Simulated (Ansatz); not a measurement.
Results of PBEsol+SOC in Ansatz (plane waves, PAW) for Sr3AsN (Pm-3m, No. 221, 5 atoms in the cell; start mp-1013555).

Settings: plane-wave cutoff 520 eV, 8×8×8 k mesh, Fermi–Dirac smearing 0.01 eV, PAW data made under PBE.

Cell (relaxed with PBEsol):

Sr3AsN is taken in the cubic space group Pm-3m (No. 221), the anti-perovskite structure, Pearson symbol cP5. Conventional cell: a = 5.041 Å, b = 5.041 Å, c = 5.041 Å, α = 90.00°, β = 90.00°, γ = 90.00°. Sr on 3c has 2 N at 2.521 Å and 4 As at 3.565 Å (octahedral). As on 1a has 12 Sr at 3.565 Å (cuboctahedral). N on 1b sees 6 Sr at 2.521 Å (octahedral). (Neighbours: up to the widest gap in distance over summed covalent radii, below 1.35, at either atom; cation-cation and far metal-metal contacts left out.)

Task: Give the computed band gap.

Result: 
* **band gap**: 0.36 eV (direct)

The computed numbers hold no vibrational or temperature effects.

Cost on a shared machine: roughly 2.1 core-minutes.

A start named mp-… is a Materials Project structure, which need not be a measured phase.

Ansatz is a quantum-chemistry and plane-wave program.
